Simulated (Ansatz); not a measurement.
K2Se under a change: biaxial strain +2.00 %, plane normal [001], relaxed out of plane

Base system: K$_{2}$Se in the anti-fluorite structure (space group Fm-3m, No. 225; a = 7.6097 Å). Axes: x, y, z lie along the cube axes.

The change: tensile biaxial strain of 2.00 % in the plane normal to [001], as in epitaxy on a mismatched substrate; the out-of-plane cell vector and the atoms relax.

The values are results of DFT with PBEsol, PAW potentials and a 420 eV plane-wave cutoff in Ansatz (a program for electronic structure), scalar-relativistic without spin-orbit coupling, not measurements. k-mesh 8×8×8 (Γ-centred); smearing 0.05 eV (Fermi–Dirac).

The volume per atom rises by 0.99 Å³ (36.72 Å³ → 37.71 Å³) and the space group goes from Fm-3m (No. 225) to I4/mmm (No. 139). The shortest interatomic distance goes up by 0.030 Å (3.295 Å → 3.325 Å) and the energy increases by 3.0 meV/atom. The pressure (mean of the normal stresses, compression positive) falls by 4.4 kbar, from 0.1 kbar to -4.3 kbar and the band gap drops by 0.08 eV to 2.03 eV. The gap character amounts to indirect, X → Γ and the smallest direct gap shrinks by 0.10 eV (2.27 eV → 2.17 eV). The electron mass stays 0.31 mₑ (at Γ) and the out-of-plane strain amounts to -1.30 %. The ratio −ε⊥/ε∥ amounts to 0.65.

Final structure (turned so that z lies along the plane normal):

```
K2Se
1.0
    5.48847     0.00000     0.00000
    0.00000     5.48847     0.00000
    2.74423    -2.74423     3.75533
K Se
2 1
Direct
  0.75000   0.75000   0.50000
  0.25000   0.25000   0.50000
  0.00000   0.00000   0.00000
```

Effective masses come from finite differences of ±0.01 Å⁻¹. Stability against distortions was not tested. Labels are those of the standard path for the cell's own space group.
